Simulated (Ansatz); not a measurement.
Take V$_{2}$O$_{3}$ in the corundum structure (space group R-3c, No. 167; a = 4.7752 Å, c = 14.2339 Å (hexagonal axes); ferromagnetic) as the base.

All numbers come from Kohn–Sham DFT with the PBEsol functional, run in Ansatz (a program for electronic structure) with PAW and 420 eV plane waves, no spin-orbit coupling, earlier PAW set.

Base values:

The largest site moment is 0.80 μB. The lattice parameter a is 477.5 pm. The c/a ratio is 2.981.

One thing is altered: a hydrostatic pressure of 22.5 GPa.

Question: What does the calculation give for the largest site moment, lattice parameter a and c/a ratio after the change?

Answer: The largest site moment decreases by 0.10 μB (0.80 μB → 0.70 μB); the lattice parameter a decreases by 15.1 pm, from 477.5 pm to 462.4 pm; the c/a ratio increases by 0.057 (2.981 → 3.038).

Other magnetic orders, which the real material may have, were not ruled out. Load acts through the strain it causes; cell and atoms are relaxed under it. No phonon test of stability was made. No other phases were tried under pressure. No Hubbard U is applied, and correlation can decide whether such a compound is a metal. The base started in P-1 and relaxed to R-3c at this level.
